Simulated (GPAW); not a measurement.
# GPAW run on SrGe2Ir2 (I4/mmm, 5 atoms in the cell): self-consistent single point

Computed with PBEsol, GPAW PAW datasets PBEsol (made by gpaw-setup) (plane waves; GPAW).

The input file:

```python
from ase import Atoms
from ase.units import GPa
from gpaw import GPAW, PW

atoms = Atoms(['Sr', 'Ge', 'Ge', 'Ir', 'Ir'],
              cell=[[-2.102135, 2.102135, 5.400770],
                    [2.102135, -2.102135, 5.400770],
                    [2.102135, 2.102135, -5.400770]],
              positions=[[0.000000, 0.000000, 0.000000],
                         [-0.000000, 0.000000, 3.982636],
                         [-0.000000, 0.000000, 6.818904],
                         [2.102135, 0.000000, 2.700385],
                         [0.000000, 2.102135, 2.700385]],
              pbc=True)

calc = GPAW(mode=PW(550),
            xc='PBEsol',
            kpts=(7, 7, 7),
            occupations={'name': 'methfessel-paxton', 'width': 0.136, 'order': 0},
            nbands=-9,
            symmetry={'symmorphic': False, 'tolerance': 0.0005},
            maxiter=150,
            txt='-')

atoms.calc = calc

energy = atoms.get_potential_energy()
print('Energy (eV):', round(energy, 6))
forces = atoms.get_forces()
print('Forces (eV/Ang):')
print(forces.round(5))
stress = atoms.get_stress()
print('Stress (GPa, Voigt):', (stress / GPa).round(4))
```

Output (repeated stretches shortened):

```
Input parameters:
  kpts: [7 7 7]
  maxiter: 150
  mode: {ecut: 550.0,
         name: pw}
  nbands: -9
  occupations: {name: methfessel-paxton,
                order: 0,
                width: 0.136}
  symmetry: {symmorphic: False,
             tolerance: 0.0005}
  xc: PBEsol

species:
  Sr:
    name: Strontium
    Z: 38.0
    valence: 10
    core: 28
    charge: 0.0
    file: Sr.PBEsol.gz

    # Using partial waves for Sr as LCAO basis

  Ge:
    name: Germanium
    Z: 32.0
    valence: 4
    core: 28
    charge: 0.0
    file: Ge.PBEsol.gz

    # Using partial waves for Ge as LCAO basis

  Ir:
    name: Iridium
    Z: 77.0
    valence: 15
    core: 62
    charge: 0.0
    file: Ir.PBEsol.gz

    # Using partial waves for Ir as LCAO basis

Reference energy: -1169251.869164  # eV

Spin-paired calculation

Convergence criteria:
 Maximum [total energy] change in last 3 cyles: 0.0005 eV / valence electron
 Maximum integral of absolute [dens]ity change: 0.0001 electrons / valence electron
 Maximum integral of absolute [eigenst]ate change: 4e-08 eV^2 / valence electron
 Maximum number of scf [iter]ations: 150

Symmetries present (total): 16
Symmetries with fractional translations: 0
343 k-points: 7 x 7 x 7 Monkhorst-Pack grid
40 k-points in the irreducible part of the Brillouin zone
       k-points in crystal coordinates                weights
   0:     0.00000000    0.00000000    0.00000000          1/343
   1:     0.14285714   -0.14285714    0.00000000          4/343
   2:     0.14285714   -0.14285714    0.14285714          4/343
   [... 7 lines left out ...]
          ...
  39:     0.42857143    0.42857143    0.42857143          8/343

Wave functions: Plane wave expansion
  Cutoff energy: 550.000 eV
  Number of coefficients (min, max): 2761, 2821
  Pulay-stress correction: 0.000000 eV/Ang^3 (de/decut=0.000000)

Occupation numbers: Methfessel-Paxton:
  width: 0.1360  # eV
  order: 0

Eigensolver

Densities:
  Coarse grid: 35*35*35 grid
  Fine grid: 70*70*70 grid
  Total Charge: 0.000000

Density mixing:
  Method: separate
  Backend: pulay
  Linear mixing parameter: 0.05
  old densities: 5
  Damping of long wavelength oscillations: 50

Hamiltonian:
  XC and Coulomb potentials evaluated on a 70*70*70 grid
  External potential:
    NoExternalPotential

XC parameters: PBEsol with 2 nearest neighbor stencil

Number of atoms: 5
Number of atomic orbitals: 37
Number of bands in calculation: 33
Number of valence electrons: 48
Bands to converge: occupied

Density initialized from atomic densities
  33 bands from LCAO basis set

Atomic positions and initial magnetic moments

Positions:
   0 Sr     0.000000    0.000000    0.000000    ( 0.0000,  0.0000,  0.0000)
   1 Ge    -0.000000    0.000000    3.982636    ( 0.0000,  0.0000,  0.0000)
   2 Ge    -0.000000    0.000000    6.818904    ( 0.0000,  0.0000,  0.0000)
   3 Ir     2.102135    0.000000    2.700385    ( 0.0000,  0.0000,  0.0000)
   4 Ir     0.000000    2.102135    2.700385    ( 0.0000,  0.0000,  0.0000)

Unit cell:
           periodic     x           y           z      points  spacing
  1. axis:    yes   -2.102135    2.102135    5.400770    35     0.1119
  2. axis:    yes    2.102135   -2.102135    5.400770    35     0.1119
  3. axis:    yes    2.102135    2.102135   -5.400770    35     0.0849

  Lengths:   6.164922   6.164922   6.164922
  Angles:  140.126420 140.126420  57.661398

Effective grid spacing dv^(1/3) = 0.1306

     iter     time        total  log10-change:
                         energy   eigst   dens
iter:   1 --:--:--   -35.636199
iter:   2 --:--:--   -35.735602   -0.81  -1.35
iter:   3 --:--:--   -35.660153   -1.62  -1.37
iter:   4 --:--:--   -35.693094   -1.80  -1.45
iter:   5 --:--:--   -35.667736   -1.82  -1.76
iter:   6 --:--:--   -35.659193   -3.18  -2.16
iter:   7 --:--:--   -35.632654   -2.34  -2.19
iter:   8 --:--:--   -35.637943   -2.80  -2.55
iter:   9 --:--:--   -35.628235c  -3.49  -2.52
iter:  10 --:--:--   -35.627814c  -3.89  -3.04
iter:  11 --:--:--   -35.627823c  -5.24  -3.46
iter:  12 --:--:--   -35.627875c  -5.14  -3.48
iter:  13 --:--:--   -35.627866c  -4.79  -3.53
iter:  14 --:--:--   -35.627814c  -6.03  -3.55
iter:  15 --:--:--   -35.627810c  -6.87  -3.86
iter:  16 --:--:--   -35.627805c  -6.25  -3.93
iter:  17 --:--:--   -35.627804c  -6.70  -4.09c
iter:  18 --:--:--   -35.627802c  -7.47c -4.20c

Converged after 18 iterations.

Dipole moment: (0.000000, -0.000000, 0.000000) |e|*Ang

Energy contributions relative to reference atoms: (reference = -1169251.869164)

Kinetic:        +39.282028
Potential:      -31.590100
External:        +0.000000
XC:             -42.494795
Entropy (-ST):   -0.014949
Local:           -0.817461
SIC:             +0.000000
--------------------------
Free energy:    -35.635277
Extrapolated:   -35.627802

Showing only first 2 kpts
 Kpt  Band  Eigenvalues  Occupancy
  0    22      8.88274    2.00000
  0    23      8.88274    2.00000
  0    24      9.87287    0.00001
  0    25     10.20414    0.00000

  1    22      8.11231    2.00000
  1    23      8.64729    2.00000
  1    24      9.92323    0.00000
  1    25     10.30130    0.00000

Fermi level: 9.45533

No gap
No difference between direct/indirect transitions
Energy (eV): -35.627802

Forces in eV/Ang:
  0 Sr    0.00000    0.00000    0.00000
  1 Ge    0.00000    0.00000    0.14774
  2 Ge    0.00000    0.00000   -0.14774
  3 Ir    0.00000   -0.00000    0.00000
  4 Ir   -0.00000   -0.00000    0.00000

Stress tensor:
     0.014794     0.000000     0.000000
     0.000000     0.014794     0.000000
     0.000000     0.000000     0.011490
Stress (GPa, Voigt): [2.3702 2.3702 1.8408 0.     0.     0.    ]
```

The run converged in 18 iterations. GPAW prints stress with tension positive.

The starting cell comes from a database of computed structures (which also holds hypothetical and non-ambient phases and stackings), without a prior relaxation at this level. Spin-orbit coupling is off. Spin polarisation is off.

Cost on one core of a shared machine: roughly 80 s.
